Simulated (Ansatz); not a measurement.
Pressure series in Nb

The parent structure is Nb in the bcc (W type) structure (space group Im-3m, No. 229).

```
CELL_PARAMETERS angstrom
     -1.65147     1.65147     1.65147
      1.65147    -1.65147     1.65147
      1.65147     1.65147    -1.65147
ATOMIC_POSITIONS crystal
  Nb 0.00000 0.00000 0.00000
```

Cell and atoms are relaxed at each pressure.

Method: Ansatz (a first-principles code) r2SCAN, no spin-orbit coupling, earlier PAW set.

Notes on the quantities. enthalpy: H = E + PV relative to the base's energy.

```json
[
 {"variant": "base", "lattice parameter a": "3.303 Å", "enthalpy": "–"},
 {"variant": "pressure −2 GPa", "lattice parameter a": "3.316 Å", "enthalpy": "-0.23 eV/atom"},
 {"variant": "pressure −1 GPa", "lattice parameter a": "3.309 Å", "enthalpy": "-0.11 eV/atom"},
 {"variant": "pressure 3 GPa", "lattice parameter a": "3.285 Å", "enthalpy": "+0.33 eV/atom"},
 {"variant": "pressure 7 GPa", "lattice parameter a": "3.262 Å", "enthalpy": "+0.77 eV/atom"},
 {"variant": "pressure 15 GPa", "lattice parameter a": "3.221 Å", "enthalpy": "+1.62 eV/atom"},
 {"variant": "pressure 30 GPa", "lattice parameter a": "3.159 Å", "enthalpy": "+3.14 eV/atom"},
 {"variant": "pressure 50 GPa", "lattice parameter a": "3.091 Å", "enthalpy": "+5.04 eV/atom"},
 {"variant": "pressure 75 GPa", "lattice parameter a": "___", "enthalpy": "+7.27 eV/atom"},
 {"variant": "pressure 100 GPa", "lattice parameter a": "___", "enthalpy": "+9.35 eV/atom"}
]
```

### Question
Fill in the withheld entries from the trend.

### Answer

- pressure 75 GPa, lattice parameter a: 3.020 Å
- pressure 100 GPa, lattice parameter a: 2.962 Å

Load acts through the strain it causes; cell and atoms are relaxed under it. No phonon test of stability was made. Competing high-pressure phases were not computed. The final runs are not spin-polarised.
